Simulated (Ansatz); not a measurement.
fluorite-type NiSi2 (1 1 1) on zinc-blende ZnS (1 1 1) (film strained to the substrate, started from cuts of the bulks and a machine-learned relaxation; slabs S5Zn5 and Ni3Si6, which can lie off the formulas; of A or B type as the cell shows)

A periodic stack without vacuum, fluorite-type NiSi2 (1 1 1) on zinc-blende ZnS (1 1 1) (film strained to the substrate, started from cuts of the bulks and a machine-learned relaxation; slabs S5Zn5 and Ni3Si6, which can lie off the formulas; of A or B type as the cell shows): substrate slab S5Zn5, film Ni3Si6, surface cells [[0, -1], [1, -1]] and [[0, -1], [1, -1]], film strained by 0.0 and 0.0 %, outermost planes Zn/S and Si/Si as cut, which need not be the usual terminations and can put a slab off its formula.

The start was prepared with a machine-learned potential, and the result is one local minimum, with the in-plane cell held and forces under 0.04 eV/Å; the film can end far from its bulk form.

All values below come from PBE (plane waves to 420 eV, PAW; Ansatz, a quantum-chemistry and plane-wave program). Scalar-relativistic, without spin–orbit coupling; the runs are not spin-polarised; PBE gaps are too small against experiment. Its k-point mesh 9×9×1, Fermi–Dirac width 0.05 eV.

| Quantity | Value |
|---|---|
| interface area | 12.8 Å² |
| period | 25.95 Å |
| heights between the nearest atoms of the two slabs at the two interfaces | 2.33 and 2.45 Å |
| S–Si contacts across the interfaces within 1.22 times the sum of covalent radii | 1, mean 2.33 Å |
| Si–Zn contacts across the interfaces within 1.22 times the sum of covalent radii | 1, mean 2.45 Å |
| estimate of the barrier | withheld, since the two interfaces are unlike |
| slope of the mean potential energy in the substrate | -7.3 MV/cm × e |

```
Ni3Zn5S5Si6
1.0
    3.84903    -0.00024    -0.03610
    1.92422     3.33295    -0.07178
    0.24258     0.42295    25.94988
S Zn Ni Si
5 5 3 6
Direct
  0.23474   0.18942   0.07816
  0.56786   0.52326   0.19931
  0.90151   0.85588   0.32049
  0.23562   0.18792   0.44172
  0.56981   0.52033   0.56278
  0.90197   0.85514   0.04615
  0.23531   0.18776   0.16797
  0.56842   0.52167   0.28908
  0.90199   0.85527   0.41022
  0.23611   0.18807   0.53169
  0.90351   0.85346   0.68421
  0.23747   0.18620   0.80369
  0.57022   0.51999   0.91944
  0.57007   0.52032   0.65267
  0.23689   0.18670   0.71018
  0.90404   0.85295   0.77282
  0.57077   0.51959   0.83158
  0.23700   0.18651   0.89666
  0.90351   0.85348   0.95189
```
